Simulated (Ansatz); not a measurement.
Consider the following.

```
CELL_PARAMETERS angstrom
      7.15125    -4.12877     0.00000
      2.38375     4.12877     0.00000
      0.00000     0.00000     6.57584
ATOMIC_POSITIONS crystal
  V  0.25059 0.25043 0.00020
  Nb 0.75058 0.75026 0.00088
  Nb 0.00191 0.50272 0.33435
  Nb 0.49931 0.99788 0.33439
  Nb 0.75059 0.25025 0.66957
  Nb 0.25059 0.75035 0.66421
  Si 0.92594 0.24081 0.00110
  Si 0.41649 0.73831 0.99993
  Si 0.33870 0.49404 0.32686
  Si 0.84184 0.00212 0.33460
  Si 0.92188 0.76179 0.66775
  Si 0.41661 0.25974 0.67295
  Si 0.08466 0.76252 0.99998
  Si 0.57518 0.25984 0.00114
  Si 0.65949 0.49844 0.33465
  Si 0.16258 0.00650 0.32681
  Si 0.08457 0.24078 0.67279
  Si 0.57941 0.73853 0.66769
```

Spin-polarised, with starting moments of sign V+ Nb0 Nb0 Nb0 Nb0 Nb0 Si0 Si0 Si0 Si0 Si0 Si0 Si0 Si0 Si0 Si0 Si0 Si0.

Computed with Kohn–Sham DFT with the PBEsol functional, run in Ansatz (a program for electronic structure) with PAW and 420 eV plane waves, no SOC. Γ-centred 4×7×5 mesh, Fermi–Dirac width 0.05 eV.

Problem. Predict the total moment of the cell.

Solution. 0.0 μB.

Problem. Estimate the pressure.

Solution. -3.7 GPa.

Other magnetic orders, which the real material may have, were not ruled out. The cell is small, so the values are those of an ordered compound at a high defect concentration; dilute-limit values will differ. Starting moments died away, wholly or in part, for V on a Nb site; another magnetic solution may exist. The cell was made from NbSi2 (space group P6_222, No. 180) by this change: V on a Nb site. The defect cell is spin-polarised and ends with 0.0 μB.
